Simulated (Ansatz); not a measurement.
The parent structure is MoSi2 (space group Fddd, No. 70; a = 4.607 Å, b = 8.057 Å, c = 8.762 Å; a hypothetical phase, not in the database extracts checked). Axes: x, y, z lie along a, b, c of the conventional cell.

Calculations: PBE, PAW, 420 eV (Ansatz, an electronic-structure program; no spin-orbit coupling).

Now apply this change: the cell is scaled by 1.0132 in all directions, atoms relaxed at fixed cell.

Problem. Predict the stress tensor and what it implies for the stiffness.

Solution. Stress of the strained cell less that of the base (GPa, compression positive):
```
   -7.7     0.0     0.0
    0.0    -6.5     0.0
    0.0     0.0    -7.9
```

Then B = −ΔP/(ΔV/V₀) with ΔV/V₀ = 0.0401 gives secant stiffness values (nonlinear terms included at this strain): B (at held cell shape, above the free-shape value) ≈ 183 GPa.

As a check, the harmonic strain energy −½ V₀ Δσ:ε is 12 meV/atom; the computed energy rise is 13 meV/atom.

No phonon test of stability was made. The final runs are not spin-polarised.
